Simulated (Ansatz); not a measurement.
## NaCoS₂ (space group I-42d, No. 122; non-magnetic; a hypothetical phase, not in the database extracts checked)

```
NaCoS2
1.0
   -3.25380     3.25380     3.46293
    3.25380    -3.25380     3.46293
    3.25380     3.25380    -3.46293
Na Co S
2 2 4
Cartesian
  0.00000   0.00000   0.00000
  0.00000   3.25380   1.73146
  0.00000   0.00000   3.46293
  3.25380   0.00000   1.73146
  2.25964   1.62690   0.86573
  0.99416   1.62690   4.32866
  1.62690  -0.99416   2.59720
  1.62690   4.24797  -0.86573
```

All numbers come from Ansatz (a quantum-chemistry and plane-wave program), PBEsol, PAW, cutoff 420 eV, no spin-orbit coupling. Settings: 10×10×10 k-points, 0.05 eV Fermi–Dirac smearing.

```json
{
  "volume_per_atom": "18.33 Å³",
  "density": "3.31 g/cm³",
  "band_gap": "zero",
  "total_energy": "-2085.269 eV/atom (σ→0; compares only within this code and set-up)"
}
```

No phonon test of stability was made. Seeded moments were not kept for the base. All final runs are without spin polarisation. A zero or small gap of NaCoS2 can be the functional's error rather than a property of the material.
